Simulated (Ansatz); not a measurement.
## A computed series for Ge2Sb2Te5: pressure series

Consider Ge2Sb2Te5 (space group P-3m1, No. 164).

```yaml
crystal:
  lattice:
    - [4.29363, 0.00000, 0.00000]
    - [-2.14681, 3.71839, 0.00000]
    - [0.00000, 0.00000, 17.63592]
  atoms:
    - { symbol: Te, position: [0.00000, 0.00000, 0.00000] }
    - { symbol: Ge, position: [0.66667, 0.33333, 0.09824] }
    - { symbol: Ge, position: [0.33333, 0.66667, 0.90176] }
    - { symbol: Te, position: [0.33333, 0.66667, 0.19409] }
    - { symbol: Te, position: [0.66667, 0.33333, 0.80591] }
    - { symbol: Sb, position: [0.00000, 0.00000, 0.30944] }
    - { symbol: Sb, position: [0.00000, 0.00000, 0.69056] }
    - { symbol: Te, position: [0.66667, 0.33333, 0.40641] }
    - { symbol: Te, position: [0.33333, 0.66667, 0.59359] }
```

Cell and atoms are relaxed at each pressure.

Method: PBE, PAW, 420 eV (Ansatz, an electronic-structure program; without spin-orbit coupling), earlier PAW set.

Computed cases, in order: 0 GPa (base); pressure 0.9 GPa; pressure 2.1 GPa; pressure 4.5 GPa; pressure 9 GPa; pressure 15 GPa; pressure 22.5 GPa; pressure 30 GPa.

Problem. Between which two neighbouring cases does the band gap open or close?

Solution. Between pressure 2.1 GPa (0.15 eV) and pressure 4.5 GPa (zero). The whole series: 0 GPa (base): 0.53 eV; pressure 0.9 GPa: 0.30 eV; pressure 2.1 GPa: 0.15 eV; pressure 4.5 GPa: zero; pressure 9 GPa: zero; pressure 15 GPa: zero; pressure 22.5 GPa: zero; pressure 30 GPa: zero.

The mesh was chosen for an insulator and is coarse for the gapless case. With Sb and Te present, leaving out spin-orbit coupling can change the band edges. Load acts through the strain it causes; cell and atoms are relaxed under it. Stability against distortions was not tested. Competing high-pressure phases were not computed. All final runs are without spin polarisation. The zero or small gap of Ge2Sb2Te5 under pressure 0.9 GPa, Ge2Sb2Te5 under pressure 2.1 GPa, Ge2Sb2Te5 under pressure 4.5 GPa and Ge2Sb2Te5 under pressure 9 GPa can change with the level of theory.
